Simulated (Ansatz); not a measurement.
Consider ScAl3 in the Cu3Au type structure (space group Pm-3m, No. 221; a = 4.033 Å; relaxed with 0.1 eV smearing).

Level of theory: LDA, PAW, 420 eV (Ansatz, an electronic-structure program; without spin-orbit coupling).

For the base:

| Item | Value |
|---|---|
| Pressure | 0.0 GPa |
| Band gap | zero |

One thing is altered: every lattice vector is shortened by 1.80 %, atoms relaxed at fixed cell.

Q: Predict the new energy relative to the base, pressure and band gap.

A: The energy increases by 15 meV/atom; the pressure goes from zero to 5.9 GPa; the band gap is still zero.

The cells carry an imposed strain or load. No phonon test of stability was made. All final runs are without spin polarisation.
